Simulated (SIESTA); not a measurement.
Band structure of NaFeO3 (Pm-3m, 5 atoms in the cell).

```yaml
crystal:
  lattice:
    - [3.74927, 0.00000, 0.00000]
    - [0.00000, 3.74927, 0.00000]
    - [0.00000, 0.00000, 3.74927]
  atoms:
    - { symbol: Na, position: [0.00000, 0.00000, 0.00000] }
    - { symbol: Fe, position: [0.50000, 0.50000, 0.50000], spin: 4.0 }
    - { symbol: O, position: [0.50000, 0.50000, 0.00000] }
    - { symbol: O, position: [0.00000, 0.50000, 0.50000] }
    - { symbol: O, position: [0.50000, 0.00000, 0.50000] }
```
(The spins are starting values, not results.)

Method of the run: SIESTA with GGA PBEsol, numerical atomic orbitals DZP, PseudoDojo PBEsol standard norm-conserving potentials (rewritten from UPF to PSML).

Settings: XC.functional = GGA; XC.authors = PBEsol; potentials = PseudoDojo PBEsol standard; PAO.BasisSize = DZP; PAO.EnergyShift = 0.01 Ry; MeshCutoff = 400 Ry; kgrid.MonkhorstPack = 9 9 9; OccupationFunction = MP; OccupationMPOrder = 0; ElectronicTemperature = 50 meV; Spin = polarized; DM.InitSpin = [1 +0.00, 2 +4.00, 3 +0.00, 4 +0.00, 5 +0.00]; MaxSCFIterations = 150; SCF.Mixer.Method = Pulay.

The starting cell comes from a database of computed structures (which also holds hypothetical and non-ambient phases and stackings), without a prior relaxation at this level. Its lattice was rescaled by a random factor within 2.5 % of one. The magnetic order is the one reached from the typed start; others were not searched systematically. Values carry the incompleteness of an atom-centred basis.

Levels in eV from the Fermi level, bands 21 to 26 of the first spin channel:
```tsv
point	21	22	23	24	25	26
Γ	-1.69	-1.69	-1.24	-1.24	-1.24	5.86
X	-1.39	-1.39	-0.65	-0.65	1.08	9.02
M	-0.64	-0.64	-0.57	-0.51	3.25	10.38
R	-0.56	-0.56	-0.56	3.26	3.26	8.71
```

Bands cross the Fermi level along this path, so the cell is metallic at this level.

Higher empty bands are left out: an atom-centred basis made for the valence describes them poorly.

The net moment of the cell came out as 4.01 μB.
